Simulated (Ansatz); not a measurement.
# A computed series for hypothetical rock salt ZrSi: pressure series

Base system: ZrSi in the rock salt structure (space group Fm-3m, No. 225; a hypothetical phase, not in the database extracts checked).

```cif
data_SiZr
_chemical_formula_sum 'Si1 Zr1'
_space_group_name_H-M_alt 'P 1'
_space_group_IT_number 1
_cell_length_a 3.81620
_cell_length_b 3.81620
_cell_length_c 3.81620
_cell_angle_alpha 60.000
_cell_angle_beta 60.000
_cell_angle_gamma 60.000
loop_
_space_group_symop_operation_xyz
  'x, y, z'
loop_
_atom_site_label
_atom_site_type_symbol
_atom_site_fract_x
_atom_site_fract_y
_atom_site_fract_z
_atom_site_occupancy
Si1 Si 0.00000 0.00000 0.00000 1
Zr1 Zr 0.50000 0.50000 0.50000 1
```

Cell and atoms are relaxed at each pressure.

Computed with DFT with PBE, PAW potentials and a 420 eV plane-wave cutoff in Ansatz (a quantum-chemistry and plane-wave program), without spin-orbit coupling, earlier PAW set.

```json
[
 {"pressure (GPa)": "-1", "volume per atom (Å³/atom)": "19.829"},
 {"pressure (GPa)": "0", "volume per atom (Å³/atom)": "19.649"},
 {"pressure (GPa)": "3", "volume per atom (Å³/atom)": "19.158"},
 {"pressure (GPa)": "7", "volume per atom (Å³/atom)": "?"},
 {"pressure (GPa)": "15", "volume per atom (Å³/atom)": "17.640"},
 {"pressure (GPa)": "30", "volume per atom (Å³/atom)": "16.312"},
 {"pressure (GPa)": "50", "volume per atom (Å³/atom)": "15.042"},
 {"pressure (GPa)": "75", "volume per atom (Å³/atom)": "13.897"},
 {"pressure (GPa)": "100", "volume per atom (Å³/atom)": "13.032"}
]
```

Q: Fit the third-order Birch–Murnaghan form P(V) = (3B₀/2)[(V₀/V)^(7/3) − (V₀/V)^(5/3)]·[1 + (3/4)(B₀′ − 4)((V₀/V)^(2/3) − 1)] (squares taken in P) to the rows shown and predict the withheld row.

A: Least squares on the printed values gives V₀ = 19.648 Å³/atom, B₀ = 114 GPa, B₀′ = 3.7; this predicts 18.590 Å³/atom, and the run gives 18.585 Å³/atom, 0.005 lower.

Load acts through the strain it causes; cell and atoms are relaxed under it. Stability against distortions was not tested. Competing high-pressure phases were not computed. The final runs are not spin-polarised.
